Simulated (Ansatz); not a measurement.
The parent structure is HgTe in the zinc blende structure (space group F-43m, No. 216; a = 6.5098 Å).

Structures relaxed with DFT with PBEsol, PAW potentials and a 420 eV plane-wave cutoff in Ansatz (a quantum-chemistry and plane-wave program), no spin-orbit coupling.

Base:

Simulated powder pattern, Mo Kα, λ = 0.71073 Å (kinematic, ideal powder, no thermal factors, no anomalous dispersion; the 8 strongest lines at most, above 2 %, up to 2θ = 40°):

```json
[
 {"2θ (°)": "10.85", "I/Imax (%)": "100", "hkl": "(111)"},
 {"2θ (°)": "17.76", "I/Imax (%)": "84", "hkl": "(220)"},
 {"2θ (°)": "20.86", "I/Imax (%)": "58", "hkl": "(311)"},
 {"2θ (°)": "25.23", "I/Imax (%)": "16", "hkl": "(400)"},
 {"2θ (°)": "27.53", "I/Imax (%)": "26", "hkl": "(331)"},
 {"2θ (°)": "31.02", "I/Imax (%)": "35", "hkl": "(422)"},
 {"2θ (°)": "32.96", "I/Imax (%)": "20", "hkl": "(333)"},
 {"2θ (°)": "37.68", "I/Imax (%)": "20", "hkl": "(531)"}
]
```

After one change:

Simulated powder pattern, Mo Kα, λ = 0.71073 Å (kinematic, ideal powder, no thermal factors, no anomalous dispersion; the 8 strongest lines at most, above 2 %, up to 2θ = 40°):

```
2θ (°)  I/Imax (%)
------  ----------
11.20          100
18.33           83
21.53           57
26.04           16
28.42           26
32.03           34
34.03           20
38.92           19
```

Q: Name the change that was made.
A) pressure 0.3 GPa
B) pressure −1 GPa
C) pressure 3 GPa
D) pressure 5 GPa

A: D, pressure 5 GPa. Its volume per atom is 31.40 Å³ against 34.48 Å³, and its space group is F-43m (No. 216).

A case with no gap was solved on a k-mesh chosen for an insulator, which is coarse for it. Load acts through the strain it causes; cell and atoms are relaxed under it. Whether these cells are dynamically stable was not tested. Tetrahedral semiconductors of this kind turn to denser phases somewhere between about 1 and 50 GPa; those were not computed, so compressed cells here can lie past the real transition. The final runs are not spin-polarised.
